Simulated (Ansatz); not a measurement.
Abridged Ansatz (an electronic-structure program) output:

```
Relaxation: its limit of steps is 50 (relax.max_steps)
Pseudopotential: Ti, paw, valence charge 12
Crystal: 2 atoms, lattice volume = 33.741 Å³
Basis set: ecut = 420 eV, 627 PW (Γ), exchange–correlation on 40×40×64 points (8 copies of the dense FFT grid, shifted against one another)
Bands: 16, of which v1, the nominal top of the filled ones, is band 12 counted from 1 (11 counted from 0)
Symmetry: 24 space group operations
k-points: 392 of 6877
Functional: x = pbesol(κ = 0.804, μ = 0.12345679012345678), c = pbesol(β = 0.046)
SCF iter   1: F=—  HF=-4947.832683 eV  |F-HF|=—  |Δ(HF+E_count)|=         —  Δρ=7.89e-3  dr2=1.61e-2  ethr=1.77e-3  ⟨swp⟩=4.4  Hψ=58410  notcnv=0
SCF iter   2: F=—  HF=-4947.828316 eV  |F-HF|=—  |Δ(HF+E_count)|=   4.37e-3  Δρ=4.05e-3  dr2=4.71e-3  ethr=6.73e-5  ⟨swp⟩=1.5  Hψ=11290  notcnv=0
SCF 1 converged in 6 iterations: F = -4947.826902 eV  dr2 = 2.05e-10
relax step   1: F+E_penalty+E_count = -4947.82690155 eV  Δ(F+E_penalty+E_count) = +0.000e0 eV  max|allowed force component| = 3.331e-16 eV/Å  Δτ_max = 0.0000 Å  P = -0.859 GPa  Ω = 33.741 Å³  fix = [a, b, gamma]  reactions: a -1.132, b -1.132 GPa  (6 SCF iters, dr2 threshold 1.00e-7 eV, accepted)
[... steps on the carried basis left out ...]
relax step   3: F+E_penalty+E_count = -4947.82695806 eV  Δ(F+E_penalty+E_count) = -3.504e-6 eV  max|allowed force component| = 2.359e-16 eV/Å  Δτ_max = 0.0000 Å  P = -0.670 GPa  Ω = 33.687 Å³  energy of the carried Pulay correction = +3.481e-6 eV  fix = [a, b, gamma]  reactions: a -1.004, b -1.004 GPa  (6 SCF iters, dr2 threshold 2.11e-8 eV, accepted)
Crystal: 2 atoms, lattice volume = 33.687 Å³
SCF iter   1: F=—  HF=-4947.826986 eV  |F-HF|=—  |Δ(HF+E_count)|=         —  Δρ=9.52e-7  dr2=5.63e-11  ethr=3.77e-9  ⟨swp⟩=2.4  Hψ=50528  notcnv=0
SCF iter   2: F=—  HF=-4947.826955 eV  |F-HF|=—  |Δ(HF+E_count)|=   3.09e-5  Δρ=5.63e-7  dr2=2.00e-11  ethr=2.34e-13 (applied; sched 1.00e-12)  ⟨swp⟩=2.6  Hψ=14392  notcnv=0
SCF 4 converged in 8 iterations: F = -4947.826955 eV  dr2 = 6.63e-18
SCF converged after 8 iterations
Free energy (F): -4947.826955 eV
Internal energy: -4947.752650 eV  (E = F + TS)
E sigma→0 (E₀):  -4947.789803 eV
Entropy (-TS):   -0.074305 eV (-37.153 meV/atom)
Fermi energy:    13.724375 eV
--- Forces (eV/Å), atoms counted from 1 ---
  atom   1  Ti     0.00000000    -0.00000000     0.00000000
  atom   2  Ti    -0.00000000     0.00000000     0.00000000
--- Stress (GPa, compression-positive) ---
       -1.004232       0.000000       0.000000
        0.000000      -1.004232       0.000000
        0.000000       0.000000      -0.000388
  P = ⅓ Tr σ = -0.6696 GPa (-6.696 kbar)
--- Relaxed structure (3 steps of the walk, 3 accepted, 1 SCFs on fresh bases) ---
  cell:  # Å, volume = 33.6866 Å³
    - [2.916143456710412, -2.886746381626518e-11, 0.0]
    - [1.458071728380206, 2.5254543145765496, 0.0]
    - [0.0, 0.0, 4.574133502198914]
  atoms:
    - { symbol: Ti, position: [0.6666666666666667, 0.6666666666666665, 0.75] }
    - { symbol: Ti, position: [0.33333333333333337, 0.33333333333333326, 0.24999999999999997] }
```

What was computed, and what are the main results?

Ti, 2 atoms in the cell, with Ansatz PBEsol, no spin-orbit coupling. The last SCF converged to F = -4947.826955 eV, or -2473.9135 eV per atom, at a pressure of -0.67 GPa. The total energy compares only with runs of the same code, potentials and settings.

The cells carry an imposed strain or load. Stability against distortions was not tested. All final runs are without spin polarisation. The cell was made from Ti in the hcp (Mg type) structure (space group P6_3/mmc, No. 194) by this change: biaxial strain +0.50 %, plane normal [001], relaxed out of plane.

Keys are those of Ansatz 0.2.
